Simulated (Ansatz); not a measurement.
## Ca in the fcc (Cu type) structure (space group Fm-3m, No. 225)

```yaml
crystal:
  lattice:
    - [0.00000, 2.72759, 2.72759]
    - [2.72759, 0.00000, 2.72759]
    - [2.72759, 2.72759, 0.00000]
  atoms:
    - { symbol: Ca, position: [0.00000, 0.00000, 0.00000] }
```

All numbers come from PBEsol, PAW, 420 eV (Ansatz, a program for electronic structure; spin-orbit coupling left out). Γ-centred 15×15×15 mesh, Fermi–Dirac width 0.05 eV.

| Item | Value |
|---|---|
| Volume per atom | 40.59 Å³ |
| Density | 1.64 g/cm³ |
| Band gap | zero |
| Total energy | -1793.732 eV/atom (σ→0; compares only within this code and set-up) |

Whether these cells are dynamically stable was not tested.
